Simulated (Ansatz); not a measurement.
## Point defect H interstitial in zinc-blende BAs

These are PBE, PAW (plane waves to 420 eV; Ansatz, a first-principles code) values and carry that method's errors. The supercell holds 64 host sites (2×2×2 repeats of the unit cell), with a 2×2×2 shifted k-point sampling for the final energies. Site at the start: void with 4As nearest. Energies of charged states are corrected for periodic images (point charge plus alignment at distant sites). Dielectric constants: PBE linear response of the host. Host gap at this level: 1.20 eV. These values are not converged in cell size to better than tenths of an eV. PBE underestimates the host's gap, which shifts levels and can delocalise carriers. Spin–orbit coupling is left out. Each state is the lowest found from its start.

The name describes the start; the neighbours show where the added atom ended.

```json
[
 {"charge": "+1", "moment (μB)": "not spin-polarised", "largest move off a lattice site (Å)": "0.39", "neighbours of the added atom at the end (Å)": "B 1.26, As 1.62, As 2.39, B 2.61, As 2.63, B 2.79, As 2.80", "image correction with alignment (eV)": "0.21"},
 {"charge": "0", "moment (μB)": "1.0", "largest move off a lattice site (Å)": "0.53", "neighbours of the added atom at the end (Å)": "B 1.21, As 1.75, As 2.57, As 2.57, As 2.57", "image correction with alignment (eV)": "0.00"},
 {"charge": "−1", "moment (μB)": "not spin-polarised", "largest move off a lattice site (Å)": "0.74", "neighbours of the added atom at the end (Å)": "B 1.18, As 1.93, As 2.57, As 2.58, As 2.58", "image correction with alignment (eV)": "0.15"}
]
```

No other site or start that was run ended lower by more than 0.1 eV.

Transition levels above the valence-band maximum: ε(+1/0) = 0.35 eV; ε(0/−1) = 1.05 eV. On the lower envelope of the bound states, inside the gap: (+1/0) at 0.35 eV; (0/−1) at 1.05 eV.

Flagged in the runs: a doubtful potential alignment, a strain field that reaches the edge of the cell.
